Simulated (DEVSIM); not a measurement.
System: TaN/SiO2/n-Ge capacitor, at 300 K.

Layer 1 from the left is SiO2, thickness (nm) 1.70. Layer 2 from the left is Ge, thickness (nm) 470, Nd (cm⁻³) 1.6e18.

Metal gate on the left, work function 4.4 eV. Fixed charge at the semiconductor interface 0 cm⁻² (in units of +e); interface traps 4.3e11 cm⁻² eV⁻¹, uniform in energy, neutral level at 0.5 of the gap above the valence band.

The device is made up for the run: typed textbook-type constants, with dimensions and the other settings drawn at random. Values at 300 K.

SiO2: gap (eV) 9, affinity (eV) 0.9, permittivity 3.9. Ge: gap (eV) 0.664, affinity (eV) 4, permittivity 16, Nc (cm⁻³) 1.04e19, Nv (cm⁻³) 6e18.

DEVSIM, 1D Poisson equation in equilibrium, Boltzmann statistics, complete ionisation; no quantum confinement or tunnelling. Metal contacts follow the ideal Schottky-Mott rule: no Fermi-level pinning, no interface dipoles.

Problem. What does the simulation give for the flat-band voltage, the minimum of the low-frequency capacitance?

Solution. flat-band voltage 0.36 V; minimum of the low-frequency capacitance 0.531 μF/cm².
